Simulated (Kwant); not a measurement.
System: quantum point contact (saddle potential) in a GaN two-dimensional gas. Effective mass 0.22 mₑ, grid spacing 8.3 nm, hard walls, nominal width 200 nm (25 grid rows, so walls 215.8 nm apart), one parabolic valley, scattering region 600 nm long along x; energies count from the band bottom; Fermi energy 0.000424 eV. Potential (V0 + ½k y²) cos²(πx/L) for |x| < L/2, with V0 swept from 0.0004452 to 0 eV, k = 4.3e-07 eV/nm², L = 420 nm.

The device is made up for the run: typed textbook-type constants, with dimensions and the other settings drawn at random.

Kwant, effective-mass tight-binding model on a square grid, one spin, coherent transport at 0 K. Conductance is in e²/h.

Problem. Compare with the saddle-point formula G = Σ 1/(1 + exp(−2π(E − V0 − ħωy(n + ½))/ħωx)), taking ħωy = ħ√(k/m) and ħωx from the curvature along x of V0 plus half of the mode's confinement energy.

Solution. ħωy = 0.386 meV; at V0 = 0.361 meV the lowest mode has ħωx = 0.133 meV.

| V0 (meV) | formula | simulation |
|---|---|---|
| 0.419 | 0.00023 | 0.00018 |
| 0.361 | 0.0021 | 0.0019 |
| 0.303 | 0.025 | 0.026 |
| 0.245 | 0.32 | 0.34 |
| 0.187 | 0.93 | 0.94 |
| 0.129 | 1.00 | 1.00 |

The formula takes a parabolic saddle in the continuum; the run has the full potential on a grid.
